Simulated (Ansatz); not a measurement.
Cost and result by functional for the surface energy of the (0001) surface of hcp Y in its 1x1 cell, outermost plane spacing 2.84 Å in the ideal cut, in Ansatz (plane waves, PAW). Single points on the PBE structure, on one kind of machine; costs are rough ratios of the slab run's core time (references not counted) to the cheapest single point. r2SCAN's cost holds its higher cutoff (500 against 420 eV). Differences are taken against r2SCAN for comparison alone: no measured value is at hand, so the table doesn't rank accuracy.

Model: 5-atom slab, 11.4 Å thick at the start, 12x12x1 mesh, Fermi-Dirac 0.1 eV, dipole correction, all atoms relaxed; start symmetry kept, larger cells not searched; no spin, no spin-orbit, no U. These notes are the PBE run's.

```csv
functional,relative cost,surface energy (J/m²),less r2SCAN (J/m²)
PBEsol,1,1.10,0.00
LDA,1,1.13,0.04
r2SCAN,3,1.10,0.00
PBE (the relaxed run's value),–,1.00,-0.10
```

The values span 0.13 J/m², while the single points' costs differ by a factor of roughly 3. Differences are of unrounded values.

Ansatz is an electronic-structure program.
